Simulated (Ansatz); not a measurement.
A series of runs on Sb2O3 (Ia-3, 40 atoms in the cell)

```yaml
crystal:
  lattice:
    - [-5.16323, 5.16323, 5.16323]
    - [5.16323, -5.16323, 5.16323]
    - [5.16323, 5.16323, -5.16323]
  atoms:
    - { symbol: Sb, position: [0.50000, 0.50000, 0.50000] }
    - { symbol: Sb, position: [0.50000, 0.00000, 0.00000] }
    - { symbol: Sb, position: [0.00000, 0.00000, 0.50000] }
    - { symbol: Sb, position: [0.00000, 0.50000, 0.00000] }
    - { symbol: Sb, position: [0.25000, 0.71650, 0.46650] }
    - { symbol: Sb, position: [0.75000, 0.78350, 0.03350] }
    - { symbol: Sb, position: [0.46650, 0.25000, 0.71650] }
    - { symbol: Sb, position: [0.03350, 0.75000, 0.78350] }
    - { symbol: Sb, position: [0.71650, 0.46650, 0.25000] }
    - { symbol: Sb, position: [0.78350, 0.03350, 0.75000] }
    - { symbol: Sb, position: [0.75000, 0.28350, 0.53350] }
    - { symbol: Sb, position: [0.25000, 0.21650, 0.96650] }
    - { symbol: Sb, position: [0.53350, 0.75000, 0.28350] }
    - { symbol: Sb, position: [0.96650, 0.25000, 0.21650] }
    - { symbol: Sb, position: [0.28350, 0.53350, 0.75000] }
    - { symbol: Sb, position: [0.21650, 0.96650, 0.25000] }
    - { symbol: O, position: [0.53610, 0.77370, 0.54340] }
    - { symbol: O, position: [0.73030, 0.99270, 0.95660] }
    - { symbol: O, position: [0.76970, 0.72630, 0.26240] }
    - { symbol: O, position: [0.96390, 0.50730, 0.23760] }
    - { symbol: O, position: [0.54340, 0.53610, 0.77370] }
    - { symbol: O, position: [0.95660, 0.73030, 0.99270] }
    - { symbol: O, position: [0.26240, 0.76970, 0.72630] }
    - { symbol: O, position: [0.23760, 0.96390, 0.50730] }
    - { symbol: O, position: [0.77370, 0.54340, 0.53610] }
    - { symbol: O, position: [0.99270, 0.95660, 0.73030] }
    - { symbol: O, position: [0.72630, 0.26240, 0.76970] }
    - { symbol: O, position: [0.50730, 0.23760, 0.96390] }
    - { symbol: O, position: [0.46390, 0.22630, 0.45660] }
    - { symbol: O, position: [0.26970, 0.00730, 0.04340] }
    - { symbol: O, position: [0.23030, 0.27370, 0.73760] }
    - { symbol: O, position: [0.03610, 0.49270, 0.76240] }
    - { symbol: O, position: [0.45660, 0.46390, 0.22630] }
    - { symbol: O, position: [0.04340, 0.26970, 0.00730] }
    - { symbol: O, position: [0.73760, 0.23030, 0.27370] }
    - { symbol: O, position: [0.76240, 0.03610, 0.49270] }
    - { symbol: O, position: [0.22630, 0.45660, 0.46390] }
    - { symbol: O, position: [0.00730, 0.04340, 0.26970] }
    - { symbol: O, position: [0.27370, 0.73760, 0.23030] }
    - { symbol: O, position: [0.49270, 0.76240, 0.03610] }
```

Base run A: PBEsol, default PAW files made with PBE in Ansatz (an electronic-structure program), self-consistent single point.

Its settings: basis.ecutwfc = 420 eV; kpoints.mp_grid.grid = 3 3 3; hamiltonian.xc = pbesol; hamiltonian.pseudopotentials = {kind: paw} (the program's default PAW files); scf.occupations.method = fermi_dirac; scf.occupations.width = 0.136 eV.

The starting cell was generated: these elements placed on a structure prototype, without a prior relaxation; it need not be a known phase or ordering of this composition. Its lattice was rescaled by a random factor within 2.5 % of one. Spin-orbit coupling is off. In the base run, with a pressure of about 24 GPa the cell is away from its equilibrium volume at this level. Ansatz's pressure includes its estimate of the finite-basis (Pulay) stress.

Total energies depend on the potentials, the functional and any Hubbard or dispersion term, so they are compared only between runs that share all of them.

Runs:
- B: hamiltonian.xc: pbesol → lda [LDA (PW92)]
- C: hamiltonian.xc: pbesol → pbe [PBE]
- D: hamiltonian.xc: pbesol → rpbe [RPBE]
- E: hamiltonian.xc: pbesol → revpbe [revPBE]
- F: hamiltonian.xc: pbesol → blyp [BLYP]
- G: basis.ecutwfc: 420 eV → 500 eV; hamiltonian.xc: pbesol → r2scan [r2SCAN]

| run | pressure (GPa) | largest force (eV/Å) | gap on the mesh (eV) |
|---|---|---|---|
| A | 24.28 | 0.711 | 0.956 |
| B | 20.21 | 0.656 | 1.003 |
| C | 30.11 | 0.774 | 1.020 |
| D | 33.66 | 0.808 | 1.055 |
| E | 32.68 | 0.799 | 1.045 |
| F | 36.07 | 0.837 | 1.192 |
| G | 26.46 | 0.737 | 1.151 |

Run E against A: The pressure goes from 24.28 to 32.68 GPa, the largest force goes from 0.711 to 0.799 eV/Å and the gap on the mesh goes from 0.956 to 1.045 eV.

Run B against A: The pressure goes from 24.28 to 20.21 GPa, the largest force goes from 0.711 to 0.656 eV/Å and the gap on the mesh goes from 0.956 to 1.003 eV.

Keys are those of Ansatz 0.2.
